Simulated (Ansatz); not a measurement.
The starting structures come from a database of crystals and need not be the phases stable at ambient conditions.

By PBEsol, the system below comes out a metal.

Given:

```xyz
10
Lattice="6.4647 0.0000 0.0000 -3.2323 5.8047 0.0000 0.0000 0.0000 6.4454" Properties=species:S:1:pos:R:3 pbc="T T T"
Sn     1.1047     4.3396     2.1290
Sn     2.1277     1.4651     2.1290
Sn     4.3370     1.4651     4.3163
Sn    -1.1047     4.3396     4.3163
Sn     5.3600     1.4651     1.0936
Sn    -2.1277     4.3396     1.0936
Sn     2.1277     4.3396     5.3517
Sn     1.1047     1.4651     5.3517
Pd     3.2323     0.0000     0.0000
Pd     0.0000     0.0000     3.2227
```

The cell is taken as given; by PBEsol it stands under a pressure of -1.8 GPa.

The current flows along the normal of the first two printed cell vectors. No spin-orbit coupling; the value is a mean over 0.1 eV about the Fermi level.

Predict the ballistic conductance per area from PBEsol in Ansatz (a quantum-chemistry and plane-wave program).

0.41 × 10¹⁵ S/m² for both spins.
